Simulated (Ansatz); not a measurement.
Functionals compared on the (100) surface of beta Ga2O3 in its 1x1 cell (cut with top plane Ga + 2 O, bottom plane Ga + 2 O), outermost plane spacing 0.12 Å in the ideal cut, in Ansatz (plane waves, PAW). The structure was relaxed with PBE; the other rows are single points on it, each with its references at the same level. Cutoff 420 eV (500 eV for r2SCAN). HSE06 used the coarser mesh 5x3x1.

Slab: 30 atoms, Ga12O18, 16.3 Å thick at the start; k 8x5x1, smearing 0.025 eV, dipole-corrected; all atoms relaxed; start symmetry kept, larger cells not searched; no spin, no spin-orbit, no U. These notes are the PBE run's.

| functional | surface energy (J/m²) | rough cost of the single point |
|---|---|---|
| PBE | 0.47 | – |
| LDA | 0.82 | around 4 core-minutes (rough) |
| PBEsol | 0.64 | about 4 core-minutes (a rough figure) |
| RPBE | 0.29 | very roughly 4 core-minutes |
| r2SCAN | 0.72 | around 7 core-minutes (rough) |
| HSE06 | 0.60 | roughly 30 core-minutes |

Ansatz is an electronic-structure program.
